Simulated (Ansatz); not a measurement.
We consider MgB3N3 (model structure, within 0.1 Å of P6₃22, No. 182, 14 atoms in the cell), described by LDA in Ansatz (plane waves, PAW).

Run with plane-wave cutoff 520 eV, 14×14×4 k mesh (along the axes of the cell as run), Fermi–Dirac smearing 0.05 eV, scalar-relativistic PAW data made under PBE.

Cell (relaxed with PBEsol):

```xyz
14
Lattice="3.7478 -2.1638 0.0065 3.7478 2.1638 0.0065 0.0123 0.0000 14.2359" Properties=species:S:1:pos:R:3 pbc="T T T"
B      0.0000    -0.0054     0.0000
N      3.7478     0.7160     0.0065
N      0.0062    -0.0048     7.1180
B      3.7540     0.7165     7.1245
B      4.9970    -0.0055     0.0086
N      1.2494     0.7157     0.0022
N      5.0034    -0.0045     7.1266
B      1.2554     0.7167     7.1201
B      2.4986    -0.0055     0.0044
N      2.4984    -1.4481     0.0043
N      2.5045    -0.0045     7.1223
B      2.5048    -1.4471     7.1223
Mg     1.2517    -0.7270     3.5578
Mg     2.5084     1.4368    10.6846
```

Task: Give the computed band gap and direct gap at Γ.

Result: 
* **band gap**: 0.66 eV (on the SCF k mesh)
* **direct gap at Γ**: 2.98 eV

Note: cell and atoms aren't relaxed at this level (pressure -2.3 GPa).

A model structure was made by putting elements into a prototype or built by hand; it is no filed structure, need not be a known phase, and can be a saddle point held by its symmetry.

Ansatz is a program for electronic structure.
